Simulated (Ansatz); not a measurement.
The starting structures come from a database of crystals and need not be the phases stable at ambient conditions.

Inside the gap of an insulator the Bloch states are evanescent, with a wavenumber k + iκ along the transport direction.

Data:

```
CELL_PARAMETERS angstrom
      7.40332     0.00000     0.00000
     -3.70166     6.41147     0.00000
      3.70166     2.13716     3.02239
ATOMIC_POSITIONS crystal
  Sr 0.00000 0.50000 0.00000
  Sr 0.50000 0.50000 0.00000
  Sr 0.50000 0.00000 0.00000
  Bi 0.00000 0.00000 0.00000
  N  0.00000 0.50000 0.50000
```

Space group of this cell: Pm-3m, anti-perovskite. The cell is taken as given.

Transport runs along the normal of the first two printed cell vectors, the (111) plane of the conventional cell.

The gap is the functional's own. No spin-orbit coupling. Mid-gap values are interpolated on the energy grid.

Problem. Estimate the band gap and the smallest decay constant κ at mid-gap that r2SCAN (Ansatz, a first-principles code) returns for this system.

Solution. Gap 0.61 eV on a 10×10×10 mesh; κ = 0.073 1/Å, at the zone centre.
